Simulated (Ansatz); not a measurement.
The reference is BN in the wurtzite structure (space group P6_3mc, No. 186; a = 2.555 Å, c = 4.225 Å). Axes: x lies along a and z along c of the hexagonal cell.

Calculations: PBE/PAW in Ansatz (an electronic-structure program), no spin-orbit coupling.

Perturbation: the cell is compressed by 1.80 % along z with no lateral relaxation; the atoms relax in the strained cell.

Question: Predict the stress tensor and what it implies for the stiffness.

Answer: Stress of the strained cell less that of the base (GPa, compression positive):
```
   1.14    0.00    0.00
   0.00    1.14    0.00
   0.00    0.00   19.34
```

Then −Δσ_ii/ε with ε = -0.0180 gives secant stiffness values (nonlinear terms included at this strain): C33 ≈ 1070 GPa, C13 ≈ 63 GPa and C23 ≈ 63 GPa.

As a check, the harmonic strain energy −½ V₀ Δσ:ε is 6.5 meV/atom; the computed energy rise is 6.4 meV/atom.

Stability against distortions was not tested.
